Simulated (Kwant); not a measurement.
Device: wire with one Gaussian impurity in a Ge (holes) two-dimensional gas. Effective mass 0.06 mₑ, grid spacing 2.5 nm, hard walls, nominal width 60 nm (23 grid rows, so walls 60 nm apart), one parabolic valley, scattering region 180 nm long along x; energies count from the band bottom; Fermi energy swept from 0.0013927 to 0.029595 eV. Impurity U exp(−r²/2σ²), U = 0.032 eV, σ = 3.5 nm, 0 nm off the axis.

Constants are typed, rounded textbook-type inputs, not results; the design itself was drawn at random and stands for no fabricated device.

Computed with Kwant: effective-mass tight-binding model on a square grid, one spin, coherent transport at 0 K. Conductance is in e²/h.

Density of the scattering states that come in from the left lead, at energy = 0.015612 eV, in bins, relative to the largest site value (x marks bins outside the device):

```
|---:::::......                              |
|%%%##**++===--::..                          |
|@@@@%%#*+++===-:...                         |
|%%%%##*++====--:..                          |
|+++++=--:::::::..                           |
|.:::...........                             |
|                                            |
|...........                                 |
|+=----===-::.......                         |
|%#*******+=-::::::..                        |
|@%%###%%#*+=-:::::..                        |
|%#*******+=-::::::..                        |
|+=----===-::.......                         |
|...........                                 |
|                                            |
|.:::...........                             |
|+++++=--:::::::..                           |
|%%%%##*++====--:..                          |
|@@@@%%#*+++===-:...                         |
|%%%##**++===--::..                          |
|======--:::::...                            |
|......                                      |
```
Scale: ten equal steps from 0.005 (start of ' ') to 0.969 (end of '@'), in the order ' .:-=+*#%@'; x runs from -85.5 to 85.5, y from -26.2 (bottom) to 26.2 (top).

The conductance there is 2.04 e²/h with 3 open channel(s) in the leads.
